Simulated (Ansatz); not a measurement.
Consider Bi$_{2}$Se$_{3}$ in the Bi2Te3 type structure (space group R-3m, No. 166; a = 4.081 Å, c = 27.666 Å (hexagonal axes)).

Calculations: plane-wave PAW DFT at the PBEsol-D3(BJ) level (Ansatz, a first-principles code, 420 eV), no spin-orbit coupling.

For the base:

The lattice parameter a comes out as 4.081 Å.

Perturbation: cell and atoms relaxed at a pressure of 0.7 GPa.

### Question
How does this affect the lattice parameter a?

### Answer
The lattice parameter a drops by 0.015 Å (4.081 Å → 4.066 Å).

Load acts through the strain it causes; cell and atoms are relaxed under it. No phonon test of stability was made. The final runs are not spin-polarised.
